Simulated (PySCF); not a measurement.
PySCF 2.14.0, HF/def2-svpd, df: Sn(Cl)(I)3 ([Cl][Sn]([I])([I])[I]), 5 atoms. The geometry is a generated start, not checked to be a minimum at this level.

```yaml
task: energy
method: hf
basis: def2-svpd
two_electron_scheme: density fitting
mol.max_memory: 3000 MB
mf.max_cycle: 100
mf.init_guess: minao (default)
mf.DIIS: CDIIS (default)
mf.diis_space: 8 (default)
mf.conv_tol: 1e-09 (default)
effective_core_potentials: those of the basis set, past Kr
basis_functions: 164
```

```xyz
5

Cl     0.0302     0.0209     2.3911
Sn     0.0006    -0.0003     0.0516
I      2.4025    -0.9333    -0.8440
I     -0.4208     2.5436    -0.8312
I     -2.0125    -1.6310    -0.7675
```

One run each on 2 threads, 1 BLAS thread. Values of level_shift (Hartree) tried: 0 (default), 0.1, 0.3, 1.

Task: Predict the course of the Fock builds along this series.

Result: Fewest Fock builds, within one of each other: 0 (default) with 16, 0.1 with 17. The count rises to 33 at 1. All converge to one solution.

```csv
level_shift (Hartree),Fock builds,end
0 (default),16,same solution
0.1,17,same solution
0.3,19,same solution
1,33,same solution
```
